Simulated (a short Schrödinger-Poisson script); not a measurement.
Structure: gated Al0.2Ga0.8As/GaAs δ-doped gas, at 77 K.

```
layer      material  thickness (nm)  Na (cm⁻³)
-----  ------------  --------------  ---------
1      Al0.2Ga0.8As              30          -
2      Al0.2Ga0.8As              10          -
3              GaAs            6000       5e15
```

Constants are typed, rounded textbook-type inputs, not results; the design itself was drawn at random and stands for no fabricated device. Al0.2Ga0.8As: permittivity 12.33, conduction-band edge (eV) 0.158, gap (eV) 1.673, electron mass (mₑ) 0.0836, Nv at 300 K (cm⁻³) 9e18. GaAs: permittivity 12.9, conduction-band edge (eV) 0, gap (eV) 1.424, Nv at 300 K (cm⁻³) 9e18.

Channel valleys (confinement mass, in-plane density-of-states mass, number): Γ 0.067, 0.067, 1. At the gate the conduction-band edge of layer 1 lies 0.91 eV − eVg above the Fermi level of the channel; the field vanishes at the back. Sheet of ionised δ-doping: +1.4e12 e/cm² at 30 nm from the gate. The barrier under the gate holds no holes. Gaps are held at their typed values at every temperature. Mesh 0.08 nm at interfaces.

From a short Schrödinger-Poisson script (our own, NumPy): 1D Poisson equation in equilibrium, electrons quantum, Hartree (BenDaniel-Duke, 40 states a valley, the channel's in-plane mass for all, wave functions free to enter the barrier), parabolic valleys, classical holes, full ionisation, no traps, pinning or gate leakage.

Question: List the lowest subbands of each valley and their electrons at Vg = 0.5 V.

Answer: 
```tsv
valley	subband	energy from the Fermi level (meV)	electrons (cm⁻²)	share (%)
Γ	0	-4.7	2.05e11	99.6
Γ	1	36.1	8.02e8	0.4
Γ	2	60.1	2.15e7	0.0
```

All electrons: 2.06e11 cm⁻².
